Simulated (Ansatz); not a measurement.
The starting structures come from a database of crystals and need not be the phases stable at ambient conditions.

 Where the default PAW files enter, the runs use the earlier of Ansatz's two default sets.

Here is the system:

```
Ge3N4
1.0
    3.08352     0.00000     0.00000
    0.00000     8.05093     0.00000
    0.00000    -4.02546     6.97231
Ge N
6 8
Direct
  0.25000   0.23548   0.82915
  0.75000   0.76452   0.17085
  0.75000   0.82915   0.59367
  0.25000   0.17085   0.40633
  0.25000   0.59367   0.76452
  0.75000   0.40633   0.23548
  0.25000   0.33333   0.66667
  0.75000   0.66667   0.33333
  0.25000   0.97272   0.66963
  0.75000   0.02728   0.33037
  0.75000   0.66963   0.69691
  0.25000   0.33037   0.30309
  0.25000   0.69691   0.02728
  0.75000   0.30309   0.97272
```

Space group of this cell: P6_3/m. The cell is taken as given; by PBEsol its mean pressure is 0.6 GPa.

The current runs along the normal of the first two printed vectors, the (100) plane. All runs by Ansatz (an electronic-structure program), plane waves and PAW, without spin-orbit coupling; the base is PBEsol.

```
run                                                      mean pressure (GPa)  gap (eV)  mid-gap κ (1/Å)
-------------------------------------------------------  -------------------  --------  ---------------
base                                                                     0.6      2.11            0.208
all lengths scaled by 0.98                                              14.5       [?]              [?]
all lengths scaled by 1.02                                              -9.8       [?]              [?]
lda in place of pbesol                                                  -4.3      2.13            0.212
lengths across the current scaled by 0.98, ions clamped                  9.7      2.49            0.230
lengths across the current scaled by 1.02, ions clamped                 -6.7      1.70            0.182
lengths along the current scaled by 0.97, ions clamped                   7.1       [?]              [?]
lengths along the current scaled by 1.03, ions clamped                  -4.7      1.66            0.178
```

### Question
Complete the blanks.

### Answer

- all lengths scaled by 0.98, gap (eV): 2.79
- all lengths scaled by 0.98, mid-gap κ (1/Å): 0.248
- all lengths scaled by 1.02, gap (eV): 1.45
- all lengths scaled by 1.02, mid-gap κ (1/Å): 0.163
- lengths along the current scaled by 0.97, ions clamped, gap (eV): 2.48
- lengths along the current scaled by 0.97, ions clamped, mid-gap κ (1/Å): 0.233
